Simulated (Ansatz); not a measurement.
## SiRh₂ (Pnma, No. 62; cell taken from a computed entry)

The numbers are results of PBEsol (PAW; Ansatz, an electronic-structure program), not measurements.

Settings: plane-wave cutoff 500 eV, 8×10×6 k mesh (along the axes of the cell as run), Fermi–Dirac smearing 0.05 eV, no spin polarisation, scalar-relativistic PAW data made under PBE.

Cell: relaxed at this level.

```yaml
volume_per_atom: 12.95 Å³/atom
band_gap: none
```

Note: the relaxation could not lower the start's symmetry, so the cell can be a saddle point above a distorted one.

Spin–orbit coupling is not included.

Computed values are for the static lattice.

Cost on a shared machine: around 15 core-minutes (rough).
